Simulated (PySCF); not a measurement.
PySCF 2.14.0, WB97X/def2-svp, df: W(NH)(NMe)(Br)(OSiH3) (C[N]=[W](=[NH])([Br])[O][SiH3]), 14 atoms. The geometry is a generated start, not checked to be a minimum at this level.

| Quantity | Result |
|---|---|
| task | energy |
| method | wb97x |
| basis | def2-svp |
| two-electron scheme | density fitting |
| mol.max_memory | 3000 MB |
| mf.max_cycle | 100 |
| mf.conv_tol | 1e-09 (default) |
| mf.grids.level | 3 (default) |
| effective core potentials | those of the basis set, past Kr |
| basis functions | 173 |
| grid points | 188576 |

```xyz
14

W     -0.7355     0.3126     0.7892
N     -0.9894    -0.9890     1.9871
H     -1.1571    -1.8659     2.4890
N     -1.2133    -0.1444    -0.8741
C     -1.6129    -0.8135    -2.0656
H     -1.2905    -1.8647    -2.0461
H     -2.7062    -0.7936    -2.1686
H     -1.1807    -0.3356    -2.9547
Br    -2.1720     2.1623     1.4178
O      1.0676     0.9671     0.8117
Si     2.6782     0.8580     0.6791
H      2.9720     0.3453    -0.6705
H      3.1514    -0.0599     1.7302
H      3.1884     2.2213     0.8754
```

Charge 0 and multiplicity 1 are set for this test and not shown to be the ground state.

With the defaults (mf.DIIS = CDIIS, mf.diis = true, mf.init_guess = minao, mf.damp = 0, mf.diis_start_cycle = 1, mf.diis_space = 8, mf.diis_damp = 0) it converges in 17 Fock builds. One run each on 2 threads, 1 BLAS thread, with these changes:
- mf.DIIS = ADIIS
- mf.init_guess = huckel
- mf.diis_space = 3
- mf.init_guess = mod_huckel
- mf.diis = false
- mf.DIIS = EDIIS
- mf.damp = 0.7, mf.diis_start_cycle = 8
- mf.diis_damp = 0.3
- mf.damp = 0.3, mf.diis_start_cycle = 4

Problem. Name the settings that don't reach the solution of the defaults.

Solution. No convergence: mf.DIIS = EDIIS; mf.diis = false (the run ends without SCF convergence in 100 cycles). The rest reach the solution of the defaults.

| setting | Fock builds | end |
|---|---|---|
| the defaults | 17 | same solution |
| mf.init_guess = mod_huckel | 17 | same solution |
| mf.diis_damp = 0.3 | 17 | same solution |
| mf.damp = 0.3, mf.diis_start_cycle = 4 | 18 | same solution |
| mf.init_guess = huckel | 18 | same solution |
| mf.damp = 0.7, mf.diis_start_cycle = 8 | 19 | same solution |
| mf.DIIS = ADIIS | 21 | same solution |
| mf.diis_space = 3 | 22 | same solution |
| mf.DIIS = EDIIS | 101 | no convergence |
| mf.diis = false | 101 | no convergence |
